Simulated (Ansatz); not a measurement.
## SrVO3: pressure series

The parent structure is SrVO$_{3}$ in the cubic perovskite structure (space group Pm-3m, No. 221; ferromagnetic).

```xyz
5
Lattice="3.8407 0.0000 0.0000 0.0000 3.8407 0.0000 0.0000 0.0000 3.8407" Properties=species:S:1:pos:R:3 pbc="T T T"
Sr     0.0000     0.0000     0.0000
V      1.9203     1.9203     1.9203
O      0.0000     1.9203     1.9203
O      1.9203     1.9203     0.0000
O      1.9203     0.0000     1.9203
```

Cell and atoms are relaxed at each pressure.

All numbers come from r2SCAN, PAW, 500 eV (Ansatz, a first-principles code; no spin-orbit coupling).

Two rows of this table had their results exchanged by mistake.

| pressure | volume per atom (Å³) | shortest distance (Å) | band gap |
|---|---|---|---|
| pressure −2 GPa | 11.16 | 1.911 | zero |
| pressure −1 GPa | 11.39 | 1.924 | zero |
| pressure 0.3 GPa | 11.31 | 1.919 | zero |
| pressure 0.7 GPa | 11.29 | 1.918 | zero |
| pressure 1.5 GPa | 11.25 | 1.916 | zero |
| pressure 3 GPa | 11.45 | 1.927 | zero |
| pressure 5 GPa | 11.06 | 1.905 | zero |
| pressure 7.5 GPa | 10.93 | 1.898 | zero |
| pressure 10 GPa | 10.82 | 1.891 | zero |

Problem. Which two?

Solution. The rows for pressure −2 GPa and pressure 3 GPa: the volume has to fall steadily with pressure, so 11.45 Å³ belongs to pressure −2 GPa and 11.16 Å³ to pressure 3 GPa.

The magnetic state is the one reached from the starting moments; the real material's order can differ, and small cells can't hold many antiferromagnetic ones. Load acts through the strain it causes; cell and atoms are relaxed under it. Whether these cells are dynamically stable was not tested. No other phases were tried under pressure. No Hubbard U is applied, and correlation can decide whether such a compound is a metal.
